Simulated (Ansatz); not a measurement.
The reference is Ta₅Si₃ (space group I4/mcm, No. 140; a = 6.504 Å, c = 11.814 Å).

Method: Ansatz (a program for electronic structure), PBEsol, PAW, cutoff 420 eV, spin-orbit coupling left out.

Base values:

The lattice parameter a is 6.504 Å and the c/a ratio comes out as 1.817.

Perturbation: cell and atoms relaxed at a pressure of 0.3 GPa.

How does this affect the lattice parameter a and c/a ratio?

The lattice parameter a drops by 0.003 Å to 6.501 Å; the c/a ratio is still 1.817.

Load acts through the strain it causes; cell and atoms are relaxed under it. No phonon test of stability was made. All final runs are without spin polarisation.
